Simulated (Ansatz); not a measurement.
# Input and output of a self-consistent single point for ZrB2 (P6/mmm, 3 atoms in the cell) (Ansatz)

Method: PBE (plane waves, PAW; Ansatz, a first-principles code).

This input was run:

Ansatz 0.2 input:
```yaml
crystal:
  lattice:
    - [3.16752000, 0.00000000, 0.00000000]
    - [-1.58376000, 2.74315300, 0.00000000]
    - [0.00000000, 0.00000000, 3.55239000]
  atoms:
    - { symbol: Zr, position: [0.00000000, 0.00000000, 0.00000000] }
    - { symbol: B, position: [0.33333300, 0.66666700, 0.50000000] }
    - { symbol: B, position: [0.66666700, 0.33333300, 0.50000000] }
basis:
  ecutwfc: 420.0
kpoints:
  mp_grid: { grid: [16, 16, 12] }
hamiltonian:
  xc: pbe
  pseudopotentials: { kind: paw }
scf:
  occupations: { method: fermi_dirac, width: 0.136 }
output:
  forces: true
  eigenvalues: true
  stress: true
```

Output, abridged:

```
WARN the atoms were moved onto the symmetric positions of the space group found under crystal.symmetry.tolerance 1.0e-5 (fractional …
WARN ansatz: RAYON_NUM_THREADS=1 ignored (pool sized by the plan → 1); use --threads N
Pseudopotentials: kind: paw
Pseudopotential: Zr, paw, valence charge 12
Pseudopotential: B, paw, valence charge 3
Crystal: 3 atoms, lattice volume = 30.867 Å³
Basis set: ecut = 420 eV, 575 PW (Γ), exchange–correlation on 48×48×48 points (8 copies of the dense FFT grid, shifted against one another)
Bands: 13, of which v1, the nominal top of the filled ones, is band 9 counted from 1 (8 counted from 0)
Symmetry: 24 space group operations
Space group: P6/mmm (ITA 191), of the structure as read, at distance tolerance 3.1e-5 Å
k-points: 210 of 3072
Initial density: superposition of atomic densities (neutral atoms: chi_scale 0, normalization atom), corrected by the library's trained network
Initial wavefunctions: pseudopotential atomic-orbital guess
Eigensolver: davidson
Functional: x = pbe(κ = 0.804, μ = 0.2195149727645171), c = pbe(β = 0.06672455060314922)
SCF iter   1: F=—  HF=-4498.729532 eV  |F-HF|=—  |Δ(HF+E_count)|=         —  Δρ=1.49e-3  dr2=5.52e-4  ethr=1.77e-3  ⟨swp⟩=4.8  Hψ=13197  notcnv=0
all-band conjugate gradients solve this SCF's bands
preconditioner: auto → none
SCF iter   2: F=—  HF=-4498.729520 eV  |F-HF|=—  |Δ(HF+E_count)|=   1.22e-5  Δρ=8.94e-4  dr2=2.94e-4  ethr=3.07e-6  ⟨swp⟩=2.1  Hψ=5967  notcnv=0
SCF iter   3: F=—  HF=-4498.729510 eV  |F-HF|=—  |Δ(HF+E_count)|=   9.97e-6  Δρ=3.73e-4  dr2=3.73e-5  ethr=1.63e-6  ⟨swp⟩=2.1  Hψ=3863  notcnv=0
SCF iter   4: F=—  HF=-4498.729514 eV  |F-HF|=—  |Δ(HF+E_count)|=   3.74e-6  Δρ=1.18e-4  dr2=2.51e-6  ethr=2.07e-7  ⟨swp⟩=2.9  Hψ=4651  notcnv=0
SCF iter   5: F=—  HF=-4498.729514 eV  |F-HF|=—  |Δ(HF+E_count)|=   3.89e-7  Δρ=7.43e-5  dr2=1.19e-6  ethr=1.39e-8  ⟨swp⟩=2.0  Hψ=4680  notcnv=0
SCF iter   6: F=—  HF=-4498.729513 eV  |F-HF|=—  |Δ(HF+E_count)|=   4.22e-7  Δρ=2.77e-5  dr2=1.61e-7  ethr=6.60e-9  ⟨swp⟩=2.7  Hψ=4569  notcnv=0
SCF iter   7: F=-4498.729513 eV  HF=-4498.729513 eV  |F-HF|=9.54e-9  |Δ(HF+E_count)|=   5.88e-8  Δρ=8.01e-6  dr2=1.25e-8  ethr=5.56e-10  ⟨swp⟩=4.0  Hψ=8168  notcnv=0
SCF 1 converged in 7 iterations: F = -4498.729513 eV  dr2 = 1.25e-8
SCF converged after 7 iterations
Free energy (F): -4498.729513 eV
Harris-Foulkes:  -4498.729513 eV  (|F-HF|=9.54e-9)
Internal energy: -4498.712478 eV  (E = F + TS)
E sigma→0 (E₀):  -4498.720996 eV
Entropy (-TS):   -0.017035 eV (-5.678 meV/atom)
Fermi energy:    15.721260 eV
--- Per-component energies (eV) ---
  E_band       = -26.449721
  E_kinetic    = 434.883292
  E_local      = -558.627298  (includes V_loc(G=0)·N_el)
  E_nonlocal   = 100.568724
  E_hartree    = 176.605818
  E_xc         = -228.852652
  E_vxc        = -271.213398  (∫ρ·V_xc dr)
  E_paw        = -3110.881093  (= ΣΔE_a)
  E_vpaw       = -85.270175  (= ΣTr[D̂ρ^β])
  E_aug_tail   = 0.000016  (compensation charges beyond the density's cutoff)
  E_ewald      = -1312.409286
  E_smearing   = -0.017035  (= −TS)
  E_closure    = -0.000000  (closes the sum)
  Σ components = -4498.729513   (vs F -4498.729513, Δ=0.00e0)
--- Forces (eV/Å), atoms counted from 1 ---
  atom   1  Zr    -0.00000000     0.00000000     0.00000000
   [... zero for the other atoms too ...]
  max |Σ_I F_I| component: 1.85e-17 eV/Å
--- Stress (GPa, compression-positive) ---
        0.430061       0.000000      -0.000000
        0.000000       0.430061      -0.000000
       -0.000000      -0.000000      -0.980035
  P = ⅓ Tr σ = -0.0400 GPa (-0.400 kbar)
  The stress holds the Pulay correction. Without it, at fixed plane waves, as pw.x and ABINIT print it: P = -0.2348 GPa
--- Band table (eV; the first three rows and the last of 210) ---
  k-point 0: bands = ["-32.9180", "-11.1096", "-10.5472", "-10.5472", "3.0084", "13.1370", "13.1501", "13.1501", "13.3323", "19.1124", "19.1124", "19.8338", "19.8338"]
  k-point 1: bands = ["-32.9168", "-11.1337", "-10.5456", "-10.5456", "3.1098", "12.3451", "13.2145", "13.2145", "14.0898", "18.5873", "18.5873", "19.6247", "19.6247"]
  k-point 2: bands = ["-32.9135", "-11.1991", "-10.5412", "-10.5412", "3.3999", "11.4336", "13.4052", "13.4052", "14.9211", "17.7733", "17.7733", "19.0696", "19.0696"]
  k-point 209: bands = ["-32.7706", "-11.2050", "-11.1842", "-11.0932", "6.7228", "7.3199", "10.7966", "13.0073", "13.0837", "19.7134", "21.5226", "21.8011", "21.9442"]
```

The run converged in 7 iterations.

The starting cell comes from a database of computed structures (which also holds hypothetical and non-ambient phases and stackings), without a prior relaxation at this level. Ansatz's pressure includes its estimate of the finite-basis (Pulay) stress.
